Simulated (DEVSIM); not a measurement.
System: Al/SiO2/n-Si capacitor, at 400 K.

Layer 1 from the left is SiO2, thickness (nm) 8.90. Layer 2 from the left is Si, thickness (nm) 1400, Nd (cm⁻³) 1.7e17.

Metal gate on the left, work function 4.1 eV. Fixed charge at the semiconductor interface 4.5e10 cm⁻² (in units of +e); no interface traps.

Constants are typed, rounded textbook-type inputs, not results; the design itself was drawn at random and stands for no fabricated device. Values at 300 K; Nc and Nv go as T^1.5, mobilities as T to minus their exponent, the gap by Varshni's rule with the affinity fixed.

SiO2: gap (eV) 9, affinity (eV) 0.9, permittivity 3.9. Si: gap (eV) 1.124, affinity (eV) 4.05, permittivity 11.7, Nc (cm⁻³) 2.86e19, Nv (cm⁻³) 3.1e19, Varshni α (eV/K) 0.000473, Varshni β (K) 636.

Question: Estimate by hand the flat-band voltage, the threshold voltage, and compare with a numerical solution.

Answer: 
- Flat-band voltage: C = 0.388 μF/cm², work-function difference -0.142 V; VFB = φms − qNf/C = -0.16 V; numerical -0.16 V.
- Threshold voltage: φF = 0.355 V, depletion charge √(4εqNφF) = 2.00e-7 C/cm²; VT = VFB − 2φF − Qd/C = -1.39 V; numerical -1.39 V.

DEVSIM, 1D Poisson equation in equilibrium, Boltzmann statistics, complete ionisation; no quantum confinement or tunnelling. Metal contacts follow the ideal Schottky-Mott rule: no Fermi-level pinning, no interface dipoles.
